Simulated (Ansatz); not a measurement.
Results of LDA (Ansatz, a program for electronic structure, plane waves, PAW) for BaTiO3 (R3m, No. 160, 5 atoms in the cell; start mp-5020).

Numerical settings: plane-wave cutoff 500 eV, 10×10×10 k mesh, gaussian smearing 0.02 eV, no spin polarisation, scalar-relativistic PAW data made under PBE.

Cell (relaxed at this level):

```yaml
crystal:
  lattice:
    - [2.78795, 1.60963, 2.28047]
    - [-2.78795, 1.60963, 2.28047]
    - [0.00000, -3.21925, 2.28047]
  atoms:
    - { symbol: Ba, position: [0.99896, 0.99896, 0.99896] }
    - { symbol: Ti, position: [0.50773, 0.50773, 0.50773] }
    - { symbol: O, position: [0.48956, 0.98529, 0.48956] }
    - { symbol: O, position: [0.48956, 0.48956, 0.98529] }
    - { symbol: O, position: [0.98529, 0.48956, 0.48956] }
```

Problem. Predict the band gap.

Solution. 
band gap: 2.15 eV (on the SCF k mesh)

Note: the relaxation could not lower the start's symmetry, so the cell can be a saddle point above a distorted one.

Spin–orbit coupling is not included.

The computed numbers hold no vibrational or temperature effects.

A start named mp-… is a Materials Project structure, which need not be a measured phase.
